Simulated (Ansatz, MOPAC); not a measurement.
# 1T (CdI2-type) MgI₂: properties by level of theory

Reference values: lattice constant a 4.14 Å (measured, temperature not stated, copied from a table, unchecked, no zero-point or thermal correction; as tabulated in Crystal Structures 1, 239 (1963)); lattice parameter c 6.88 Å (measured, temperature not stated, copied from a table, unchecked, no zero-point or thermal correction; as tabulated in Crystal Structures 1, 239 (1963)).

| level (code) | lattice parameter a (Å) | c axis length (Å) |
|---|---|---|
| PM6 semi-empirical Hartree-Fock (MOPAC) | 4.274 | 5.748 |
| PBE+SOC (Ansatz) | 4.210 | 7.813 |
| PBEsol (Ansatz) | 4.129 | 7.026 |
| r²SCAN+SOC (Ansatz) | 4.189 | 7.170 |

Differences from the reference values (errors of the level alone only where the reference is corrected to a static lattice):

| level | lattice constant a (%) | lattice parameter c (%) |
|---|---|---|
| PM6 semi-empirical Hartree-Fock (MOPAC) | +3.24 | -16.5 |
| PBE+SOC | +1.69 | +13.6 |
| PBEsol | -0.27 | +2.12 |
| r²SCAN+SOC | +1.18 | +4.22 |

Nearest: lattice constant a, not ranked (reference at room or unstated temperature); lattice parameter c, not ranked (reference at room or unstated temperature). Values with a doubt, or to which a potential was fitted, aren't ranked.

Caveats: for a layered or molecular solid the relaxed cell lies over 5 % above the published volume, where the minimum can be shallow (PBE+SOC, r²SCAN+SOC); the cell comes from a level without a dispersion term, which matters for the spacing of layers, chains or molecules (PBE+SOC, PBEsol, r²SCAN+SOC); the cell has another shape than the first-principles one, perhaps another minimum in the same group (PM6 semi-empirical Hartree-Fock (MOPAC)); the method was fitted mainly to molecules (PM6 semi-empirical Hartree-Fock (MOPAC)); the run uses a supercell at the zone centre in place of a k mesh (PM6 semi-empirical Hartree-Fock (MOPAC)). Ansatz's density-functional and Hartree–Fock values are scalar-relativistic unless marked +SOC, with PAW data made under PBE.

Differences are worked out from the printed values.

Static lattice: no zero-point or thermal effects.

Ansatz is a quantum-chemistry and plane-wave program.
